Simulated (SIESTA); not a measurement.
Input and output of a self-consistent single point for CaMg3 (P1, 4 atoms in the cell) (SIESTA).

Method of the run: GGA PBEsol, numerical atomic orbitals DZP, PseudoDojo PBEsol standard norm-conserving potentials (rewritten from UPF to PSML) run with SIESTA.

The change in words: atoms moved at random. Reference geometry:
```xyz
4
Lattice="3.4091 0.0000 0.0000 -1.7045 2.9523 0.0000 0.0000 0.0000 10.8807" Properties=species:S:1:pos:R:3 pbc="T T T"
Ca     0.0000     0.0000     5.4403
Mg     0.0000     0.0000     0.0000
Mg     1.7045     0.9841     8.3188
Mg     1.7045     0.9841     2.5619
```

Reference input (self-consistent single point, DFT, GGA PBEsol, numerical atomic orbitals DZP, PseudoDojo PBEsol standard norm-conserving potentials (rewritten from UPF to PSML)): XC.functional = GGA; XC.authors = PBEsol; potentials = PseudoDojo PBEsol standard; PAO.BasisSize = DZP; PAO.EnergyShift = 0.01 Ry; MeshCutoff = 300 Ry; kgrid.MonkhorstPack = 9 9 3; OccupationFunction = MP; OccupationMPOrder = 0; ElectronicTemperature = 1160.45 K; MaxSCFIterations = 150; SCF.Mixer.Method = Pulay. This run's input differs from it in these lines:

```diff
@@ -18,6 +18,6 @@
 %block AtomicCoordinatesAndAtomicSpecies
-     0.000000000    0.000000000    5.440340000  1
-     0.000000000    0.000000000    0.000000000  2
-     1.704536705    0.984112683    8.318823894  2
-     1.704536705    0.984112683    2.561856106  2
+     0.029450956    0.018617462    5.442276761  1
+    -0.021824866   -0.040334883   -0.009205055  2
+     1.700283890    0.971532758    8.328322728  2
+     1.701166839    1.018410028    2.559625567  2
 %endblock AtomicCoordinatesAndAtomicSpecies
```

Output, abridged:

```
        iscf     Eharris(eV)        E_KS(eV)     FreeEng(eV)     dDmax    Ef(eV) dHmax(eV)
   scf:    1    -5879.121288    -5887.842086    -5887.856097  1.248145 -3.044236  4.227210
   scf:    2    -5887.812259    -5887.899184    -5887.913629  0.093310 -3.054906  2.456743
   scf:    3    -5887.848818    -5887.945884    -5887.958192  0.104922 -3.081705  2.684692
   scf:    4    -5888.052252    -5888.016408    -5888.027515  0.075544 -3.120427  0.195543
   scf:    5    -5888.014625    -5888.016460    -5888.027706  0.013565 -3.121309  0.164311
   [... 3 lines left out ...]
   scf:    9    -5888.017103    -5888.017139    -5888.028597  0.000838 -3.122378  0.003154
   scf:   10    -5888.017145    -5888.017142    -5888.028597  0.000087 -3.122404  0.001016
   scf:   11    -5888.017144    -5888.017143    -5888.028597  0.000030 -3.122414  0.000004
   scf:   12    -5888.017143    -5888.017143    -5888.028597  0.000001 -3.122415  0.000002
SCF Convergence by DM+H criterion
max |DM_out - DM_in|         :     0.0000005841
max |H_out - H_in|      (eV) :     0.0000015756
SCF cycle converged after 12 iterations

Using DM_out to compute the final energy and forces

siesta: E_KS(eV) =            -5888.0171

siesta: E_KS - E_eggbox =     -5888.0171

siesta: Atomic forces (eV/Ang):
     1   -0.028573   -0.008295    0.009000
     2    0.027456    0.073869    0.055307
     3    0.005428   -0.015136    0.229517
     4   -0.002394   -0.050409   -0.287234
   Tot    0.001917    0.000029    0.006590
   Max    0.287234
   Res    0.111139    sqrt( Sum f_i^2 / 3N )
   Max    0.287234    constrained

Stress tensor Voigt[x,y,z,yz,xz,xy] (kbar):      -31.33      -32.23      -16.02        0.29       -0.07       -0.14
(Free)E + p*V (eV/cell)    -5886.2155
   [... lines left out ...]
siesta: FreeEng =     -5888.028597
   [... lines left out ...]
siesta:    -0.019557   -0.000086   -0.000042
siesta:    -0.000086   -0.020114    0.000181
siesta:    -0.000042    0.000181   -0.009997

siesta: Cell volume =        109.511184 Ang**3

siesta: Pressure (static):
siesta:                Solid            Molecule  Units
siesta:           0.00018032          0.00014283  Ry/Bohr**3
siesta:           0.01655607          0.01311426  eV/Ang**3
siesta:          26.52574480         21.01135960  kBar
```

The run converged in 12 iterations. Against the reference run the free energy hardly moves (within 1 meV/atom), the pressure hardly changes (2.66 to 2.65 GPa) and the largest force goes from 0.282 to 0.292 eV/Å.

The starting cell comes from a database of computed structures (which also holds hypothetical and non-ambient phases and stackings), without a prior relaxation at this level. For this run, on top of that: atoms moved at random. Values carry the incompleteness of an atom-centred basis.
